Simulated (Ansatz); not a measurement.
# InAs in the zinc blende structure (space group F-43m, No. 216)

```
InAs
1.0
    0.00000     3.05478     3.05478
    3.05478     0.00000     3.05478
    3.05478     3.05478     0.00000
In As
1 1
Direct
  0.00000   0.00000   0.00000
  0.25000   0.25000   0.25000
```

Computed with Ansatz (an electronic-structure program), r2SCAN, PAW, cutoff 500 eV, without spin-orbit coupling. k-mesh 9×9×9 (Γ-centred); smearing 0.05 eV (Fermi–Dirac).

| Quantity | Value |
|---|---|
| Volume per atom | 28.51 Å³ |
| Density | 5.53 g/cm³ |
| Band gap | 0.08 eV, direct at Γ |
| Lowest conduction-band minima above the VBM | Γ 0.08 eV; L along ⟨111⟩ 1.25 eV |
| Total energy | -5238.589 eV/atom (σ→0; compares only within this code and set-up) |

Gaps are read on the SCF mesh and a high-symmetry path. No phonon test of stability was made. The zero or small gap of InAs can change with the level of theory.
